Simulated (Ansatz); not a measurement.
Density of states of SnO2 (P4_2/mnm) below the valence band maximum, PBEsol with spin-orbit coupling, rigid bands (Ansatz, an electronic-structure program); cell volume 73.1 Å³.

```csv
energy from edge (eV),10⁻³ states/eV/cell
0.006,69.7
0.031,160
0.056,224
0.081,284
0.106,346
0.131,410
0.156,473
0.181,543
0.206,614
0.231,696
0.256,781
0.281,877
0.319,1030
0.344,1150
0.369,1280
0.394,1420
0.419,1570
0.444,1740
0.469,1920
0.494,2130
0.519,2350
0.544,2590
0.569,2860
0.594,3170
```

Task: What effective density of states at 300 K does this give (∫ g(E) exp(−E/k_BT) dE, both spins, divided by the cell's size)?

Result: 4.8e19 cm⁻³, a density-of-states mass of 1.53 mₑ, valleys and band degeneracy included.

Geometry: cell and atoms relaxed with PBEsol.
